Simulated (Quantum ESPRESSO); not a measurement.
What a tighter setting buys: K_POINTS, SrMg6Mo (P4/mmm, 8 atoms in the cell)

Cell: a = 6.6445 Å, b = 6.6445 Å, c = 4.4171 Å, α = 90.00°, β = 90.00°, γ = 90.00°.

Method: PBEsol, PseudoDojo standard norm-conserving (PBESOL) pseudopotentials (plane waves; Quantum ESPRESSO).

Base settings: ecutwfc = 85 Ry; occupations = smearing; smearing = gauss; degauss = 0.0073499 Ry; potentials = {Sr: Sr.upf, Mg: Mg.upf, Mo: Mo.upf}; K_POINTS = automatic 3 3 4 0 0 0; conv_thr = 1e-10 Ry; mixing_beta = 0.3.

Misses are taken against the tightest run, automatic 5 5 7 0 0 0, which need not be fully converged itself. The energy is the free energy per atom.

The count of work is k-points × plane waves × bands × iterations; it is no time, and leaves out set-up, grids and terms that scale otherwise. Core times come from one kind of shared machine and are given to one figure; runs under 30 s give none.

The starting cell comes from a database of computed structures (which also holds hypothetical and non-ambient phases and stackings), without a prior relaxation at this level. Its lattice was rescaled by a random factor within 2.5 % of one. Spin polarisation is off. Without a gap this mesh is coarse (it stands for a supercell whose shortest vector is 18 Å).

```
K_POINTS               energy less reference (meV/atom)  pressure less reference (GPa)  largest difference in the force on any atom (eV/Å)  count of work / reference  core time / reference (rough)
---------------------  --------------------------------  -----------------------------  --------------------------------------------------  -------------------------  -----------------------------
automatic 1 1 1 0 0 0                            190.72                           1.04                                               0.345                      0.057                              –
automatic 1 1 2 0 0 0                            176.57                           0.24                                               0.004                      0.090                              –
automatic 2 2 2 0 0 0                            -29.42                          -0.27                                               0.045                       0.25                            0.1
automatic 2 2 3 0 0 0                            -17.92                          -0.05                                               0.123                       0.27                            0.2
automatic 3 3 4 0 0 0                             -6.43                           0.00                                               0.026                       0.38                            0.2
automatic 4 4 6 0 0 0                             -0.57                           0.00                                               0.002                        1.1                            0.9
automatic 5 5 7 0 0 0                              0.00                           0.00                                               0.000                        1.0                              1
```

Coarsest setting among those run that, with all tighter ones, holds the energy within 20 meV/atom of the reference: automatic 2 2 3 0 0 0, off by 18 meV/atom; it needs 0.27 of the reference's count of work and about 0.2 of the reference's time.

Coarsest setting among those run that, with all tighter ones, holds the energy within 2 meV/atom of the reference: automatic 4 4 6 0 0 0, off by 0.57 meV/atom; its saving against the reference is no more than about a factor of 2 in the count of work.

Smallest miss in the energy for at most 0.2 times the reference's count of work: automatic 1 1 2 0 0 0, with a miss of 180 meV/atom at a count of 0.090.

The step from automatic 2 2 2 0 0 0 to automatic 4 4 6 0 0 0: it takes the miss in the energy from 29 to 0.57 meV/atom, for 4.3 times the count of work and roughly 7 times the time.
